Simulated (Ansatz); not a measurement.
SrTaNO2 (I4/mcm, No. 140, 10 atoms in the cell; start mp-552454), treated with PBEsol in Ansatz (PAW).

Settings: plane-wave cutoff 520 eV, 8×8×8 k mesh, Fermi–Dirac smearing 0.01 eV, scalar-relativistic PAW data made under PBE.

Cell (relaxed at this level):

```xyz
10
Lattice="-2.7927 2.7927 4.0964 2.7927 -2.7927 4.0964 2.7927 2.7927 -4.0964" Properties=species:S:1:pos:R:3 pbc="T T T"
Sr     0.0000     2.7927     2.0482
Sr     2.7927     0.0000     2.0482
Ta     0.0000     0.0000     4.0964
Ta     0.0000     0.0000     0.0000
N      0.0000     0.0000     6.1446
N      0.0000     0.0000     2.0482
O     -1.1063     1.6865     4.0964
O      3.8990     1.1063     0.0000
O      1.1063     1.6865     0.0000
O      1.6865     1.1063     4.0964
```

Predict the band gap.


- band gap = 0.82 eV (on the SCF k mesh)

Note: the relaxation could not lower the start's symmetry, so the cell can be a saddle point above a distorted one.

Spin–orbit coupling is not included.

Static lattice: no zero-point or thermal effects.

Cost on a shared machine: about 4 core-minutes (a rough figure).

A start named mp-… is a Materials Project structure, which need not be a measured phase.

Ansatz is a program for electronic structure.
